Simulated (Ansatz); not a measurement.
The reference is V in the bcc (W type) structure (space group Im-3m, No. 229; a = 2.9988 Å; relaxed with 0.1 eV smearing). Axes: x, y, z lie along the cube axes.

Level of theory: PBE (Ansatz, a first-principles code; PAW; 420 eV plane waves; no spin-orbit coupling), earlier PAW set.

Perturbation: the cell is scaled by 0.9712 in all directions, atoms relaxed at fixed cell.

Question: Predict the stress tensor and what it implies for the stiffness.

Answer: Stress of the strained cell less that of the base (GPa, compression positive):
```
   18.7     0.0     0.0
    0.0    18.7     0.0
    0.0     0.0    18.7
```

Then B = −ΔP/(ΔV/V₀) with ΔV/V₀ = -0.0839 gives secant stiffness values (nonlinear terms included at this strain): B ≈ 223 GPa.

As a check, the harmonic strain energy −½ V₀ Δσ:ε is 68 meV/atom; the computed energy rise is 62 meV/atom.

Stability against distortions was not tested. The final runs are not spin-polarised.
